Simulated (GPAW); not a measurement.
Input and output of a self-consistent single point for AlSn (P-6m2, 2 atoms in the cell) (GPAW)

Method: LDA (Perdew-Wang 92), GPAW PAW datasets LDA (gpaw-data 1.0.1) (plane waves; GPAW).

The input file:

```python
from ase import Atoms
from ase.units import GPa
from gpaw import GPAW, PW

atoms = Atoms(['Al', 'Sn'],
              cell=[[4.198110, 0.000000, 0.000000],
                    [-2.099055, 3.635670, 0.000000],
                    [0.000000, 0.000000, 3.306850]],
              scaled_positions=[[0.000000, 0.000000, 0.000000],
                                [0.333333, 0.666667, 0.500000]],
              pbc=True)

calc = GPAW(mode=PW(550),
            xc='LDA',
            kpts={'size': (7, 7, 8), 'gamma': True},
            occupations={'name': 'methfessel-paxton', 'width': 0.1, 'order': 0},
            nbands=-8,
            convergence={'density': 1e-05, 'energy': 1e-05},
            symmetry={'symmorphic': False, 'tolerance': 0.0005},
            maxiter=150)

atoms.calc = calc

energy = atoms.get_potential_energy()
print('Energy (eV):', round(energy, 6))
forces = atoms.get_forces()
print('Forces (eV/Ang):')
print(forces.round(5))
stress = atoms.get_stress()
print('Stress (GPa, Voigt):', (stress / GPa).round(4))
```

Output (repeated stretches shortened):

```
Input parameters:
  convergence: {density: 1e-05,
                energy: 1e-05}
  kpts: {gamma: True,
         size: (7, 7, 8)}
  maxiter: 150
  mode: {ecut: 550.0,
         name: pw}
  nbands: -8
  occupations: {name: methfessel-paxton,
                order: 0,
                width: 0.1}
  symmetry: {symmorphic: False,
             tolerance: 0.0005}

species:
  Al:
    name: Aluminium
    Z: 13.0
    valence: 3
    core: 10
    charge: 0.0
    file: Al.LDA.gz

    # Using partial waves for Al as LCAO basis

  Sn:
    name: Tin
    Z: 50.0
    valence: 14
    core: 36
    charge: 0.0
    file: Sn.LDA.gz

    # Using partial waves for Sn as LCAO basis

Reference energy: -174444.008118  # eV

Spin-paired calculation

Convergence criteria:
 Maximum [total energy] change in last 3 cyles: 1e-05 eV / valence electron
 Maximum integral of absolute [dens]ity change: 1e-05 electrons / valence electron
 Maximum integral of absolute [eigenst]ate change: 4e-08 eV^2 / valence electron
 Maximum number of scf [iter]ations: 150

Symmetries present (total): 12
Symmetries with fractional translations: 0
392 k-points: 7 x 7 x 8 Monkhorst-Pack grid + [0.000000,0.000000,1/16]
40 k-points in the irreducible part of the Brillouin zone
       k-points in crystal coordinates                weights
   0:     0.00000000    0.00000000    0.00000000          1/392
   1:     0.00000000    0.00000000    0.12500000          2/392
   2:     0.00000000    0.00000000    0.25000000          2/392
   [... 7 lines left out ...]
          ...
  39:     0.42857143    0.42857143    0.50000000          6/392

Wave functions: Plane wave expansion
  Cutoff energy: 550.000 eV
  Number of coefficients (min, max): 1441, 1490
  Pulay-stress correction: 0.000000 eV/Ang^3 (de/decut=0.000000)

Occupation numbers: Methfessel-Paxton:
  width: 0.1000  # eV
  order: 0

Eigensolver

Densities:
  Coarse grid: 24*24*18 grid
  Fine grid: 48*48*36 grid
  Total Charge: 0.000000

Density mixing:
  Method: separate
  Backend: pulay
  Linear mixing parameter: 0.05
  old densities: 5
  Damping of long wavelength oscillations: 50

Hamiltonian:
  XC and Coulomb potentials evaluated on a 48*48*36 grid
  External potential:
    NoExternalPotential

Number of atoms: 2
Number of atomic orbitals: 13
Number of bands in calculation: 16
Number of valence electrons: 17
Bands to converge: occupied

Density initialized from atomic densities
  13 bands from LCAO basis set
  3 bands from random numbers

Atomic positions and initial magnetic moments

Positions:
   0 Al     0.000000    0.000000    0.000000    ( 0.0000,  0.0000,  0.0000)
   1 Sn    -0.000002    2.423781    1.653425    ( 0.0000,  0.0000,  0.0000)

Unit cell:
           periodic     x           y           z      points  spacing
  1. axis:    yes    4.198110    0.000000    0.000000    24     0.1515
  2. axis:    yes   -2.099055    3.635670    0.000000    24     0.1515
  3. axis:    yes    0.000000    0.000000    3.306850    18     0.1837

  Lengths:   4.198110   4.198110   3.306850
  Angles:   90.000000  90.000000 119.999999

Effective grid spacing dv^(1/3) = 0.1695

     iter     time        total  log10-change:
                         energy   eigst   dens
iter:   1 --:--:--    -8.556291
iter:   2 --:--:--    -8.562446   -1.50  -1.37
iter:   3 --:--:--    -8.527650   -2.18  -1.39
iter:   4 --:--:--    -8.531108   -3.41  -2.19
iter:   5 --:--:--    -8.524890   -3.51  -2.46
iter:   6 --:--:--    -8.525617   -4.46  -2.66
iter:   7 --:--:--    -8.525627   -5.32  -2.64
iter:   8 --:--:--    -8.524666   -4.24  -2.82
iter:   9 --:--:--    -8.524669   -5.64  -3.49
iter:  10 --:--:--    -8.524664c  -6.69  -3.45
iter:  11 --:--:--    -8.524638c  -5.91  -3.49
iter:  12 --:--:--    -8.524639c  -7.60c -3.80
iter:  13 --:--:--    -8.524639c  -8.63c -3.88
iter:  14 --:--:--    -8.524648c  -6.36  -3.95
iter:  15 --:--:--    -8.524647c  -8.03c -3.97
iter:  16 --:--:--    -8.524647c  -8.77c -4.00
iter:  17 --:--:--    -8.524641c  -7.06  -4.01
iter:  18 --:--:--    -8.524641c  -8.07c -4.34
iter:  19 --:--:--    -8.524640c  -8.24c -4.40
iter:  20 --:--:--    -8.524640c  -7.81c -4.44
iter:  21 --:--:--    -8.524640c  -8.77c -4.52
iter:  22 --:--:--    -8.524640c  -9.45c -4.58
iter:  23 --:--:--    -8.524640c -10.06c -4.62
iter:  24 --:--:--    -8.524640c  -8.51c -4.68
iter:  25 --:--:--    -8.524640c  -9.98c -5.01c

Converged after 25 iterations.

Dipole moment: (-1.862930, 1.075563, 0.000000) |e|*Ang

Energy contributions relative to reference atoms: (reference = -174444.008118)

Kinetic:         +4.909740
Potential:       -3.807915
External:        +0.000000
XC:              -9.639587
Entropy (-ST):   -0.001486
Local:           +0.013865
SIC:             +0.000000
--------------------------
Free energy:     -8.525383
Extrapolated:    -8.524640

Showing only first 2 kpts
 Kpt  Band  Eigenvalues  Occupancy
  0     6      5.20064    1.99736
  0     7      5.20067    1.99736
  0     8      6.00522    0.00000
  0     9      7.97928    0.00000

  1     6      5.42913    0.82259
  1     7      5.42916    0.82232
  1     8      5.51090    0.16738
  1     9      6.63604    0.00000

Fermi level: 5.41328

No gap
No difference between direct/indirect transitions
Energy (eV): -8.52464

Forces in eV/Ang:
  0 Al    0.00000   -0.00000    0.00000
  1 Sn    0.00000    0.00000    0.00000

Stress tensor:
     0.019952    -0.000000     0.000000
    -0.000000     0.019952     0.000000
     0.000000     0.000000     0.020197
Stress (GPa, Voigt): [ 3.1967  3.1967  3.2359  0.      0.     -0.    ]
```

The run converged in 25 iterations. GPAW prints stress with tension positive.

The starting cell comes from a database of computed structures (which also holds hypothetical and non-ambient phases and stackings), without a prior relaxation at this level. With a pressure of about -3 GPa the cell is away from its equilibrium volume at this level.
